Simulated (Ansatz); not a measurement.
## HfCr2 (Fd-3m, No. 227; cell taken from a computed entry)

Computed with LDA (PAW; Ansatz, a first-principles code).

Settings: plane-wave cutoff 500 eV, 14×14×14 k mesh, Fermi–Dirac smearing 0.1 eV, no spin polarisation, scalar-relativistic PAW data made under PBE.

Cell (relaxed at this level):

```xyz
6
Lattice="0.0000 3.4682 3.4682 3.4682 0.0000 3.4682 3.4682 3.4682 0.0000" Properties=species:S:1:pos:R:3 pbc="T T T"
Hf     3.4682     3.4682     3.4682
Hf     5.2024     5.2024     5.2024
Cr     0.8671     0.8671     0.8671
Cr     0.8671     2.6012     2.6012
Cr     2.6012     2.6012     0.8671
Cr     2.6012     0.8671     2.6012
```

```json
{
 "band_gap": "none"
}
```

Note: the relaxation could not lower the start's symmetry, so the cell can be a saddle point above a distorted one.

Spin–orbit coupling is not included.

Computed values are for the static lattice.
